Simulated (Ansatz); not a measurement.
## Fermi-surface data of W under load (space group Im-3m)

Consider the following.

```xyz
1
Lattice="-1.5545 1.5545 1.5545 1.5545 -1.5545 1.5545 1.5545 1.5545 -1.5545" Properties=species:S:1:pos:R:3 pbc="T T T"
W      0.0000     0.0000     0.0000
```

Calculation: PBEsol with spin-orbit coupling, rigid bands (plane waves, PAW; Ansatz, an electronic-structure program). Condition of this run: hydrostatic pressure 15 GPa with spin-orbit coupling (the target of the relaxation). Cell: cell and atoms relaxed with PBEsol, then loaded as said.

The density of states at the Fermi level is 0.388 states/(eV·cell), both spins and the bare Sommerfeld coefficient is 0.91 mJ/(mol of atoms·K²). The drude plasma energy comes out as 7.5 eV. The root-mean-square Fermi velocity is 9.2e5 m/s. The resistivity times τ is 8.6 ×10⁻²² Ω·m·s and the resistivity times mean free path comes out as 8.7 ×10⁻¹⁶ Ω·m².

A metal at this level (no band gap); rigid bands, thermally averaged at 300 K, both spins. τ is one relaxation time for all states; the product of resistivity and mean free path takes one path for all states instead.
